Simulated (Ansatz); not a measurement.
**TiAl, pressure series**

Consider TiAl (space group P4/mmm, No. 123).

```xyz
2
Lattice="2.8241 0.0000 0.0000 0.0000 2.8241 0.0000 0.0000 0.0000 4.0706" Properties=species:S:1:pos:R:3 pbc="T T T"
Al     1.4120     1.4120     2.0353
Ti     0.0000     0.0000     0.0000
```

Cell and atoms are relaxed at each pressure.

Computed with PBE (Ansatz, a first-principles code), scalar-relativistic without spin-orbit coupling, earlier PAW set.

Notes on the quantities. enthalpy: H = E + PV relative to the base's energy.

| case | volume per atom | enthalpy | c/a ratio |
|---|---|---|---|
| base | 16.23 Å³ | – | 1.441 |
| pressure −2 GPa | 16.53 Å³ | -0.20 eV/atom | 1.442 |
| pressure −1 GPa | 16.38 Å³ | -0.10 eV/atom | 1.442 |
| pressure 0.9 GPa | 16.11 Å³ | +0.09 eV/atom | 1.441 |
| pressure 2.1 GPa | ? | +0.21 eV/atom | 1.441 |
| pressure 4.5 GPa | 15.64 Å³ | +0.45 eV/atom | 1.441 |
| pressure 9 GPa | 15.15 Å³ | +0.88 eV/atom | 1.441 |
| pressure 15 GPa | ? | +1.44 eV/atom | 1.440 |
| pressure 22.5 GPa | 13.99 Å³ | +2.10 eV/atom | 1.440 |
| pressure 30 GPa | 13.49 Å³ | +2.75 eV/atom | ? |

Problem. Complete the table.

Solution. 
- pressure 2.1 GPa, volume per atom: 15.95 Å³
- pressure 15 GPa, volume per atom: 14.58 Å³
- pressure 30 GPa, c/a ratio: 1.439

Load acts through the strain it causes; cell and atoms are relaxed under it. Whether these cells are dynamically stable was not tested. Competing high-pressure phases were not computed. The final runs are not spin-polarised.
